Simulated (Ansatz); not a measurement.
A computed series for Pt: response to strain

The reference is Pt in the fcc (Cu type) structure (space group Fm-3m, No. 225; a = 3.9415 Å; relaxed with 0.1 eV smearing). Axes: x, y, z lie along the cube axes.

Strains are applied to the cell and any free atomic positions relax; under biaxial strain the out-of-plane vector relaxes too.

Calculations: Ansatz (a quantum-chemistry and plane-wave program) r2SCAN, scalar-relativistic without spin-orbit coupling, earlier PAW set.

Candidates:
(a) biaxial strain +4.86 %, plane normal [111], relaxed out of plane
(b) isotropic strain −0.53 %
(c) uniaxial strain ε_yy = −0.41 %
(d) uniaxial strain ε_xx = +1.04 %

Notes on the quantities. energy relative to the base: free energy F.

Task: Order them by energy relative to the base, lowest first.

Result: (c) uniaxial strain ε_yy = −0.41 % (+0.3 meV/atom), (d) uniaxial strain ε_xx = +1.04 % (+1.7 meV/atom), (b) isotropic strain −0.53 % (+3.3 meV/atom), (a) biaxial strain +4.86 %, plane normal [111], relaxed out of plane (+59 meV/atom)

Stability against distortions was not tested. The final runs are not spin-polarised. Pt lies near a magnetic instability that expansion can trigger; it was not tested.
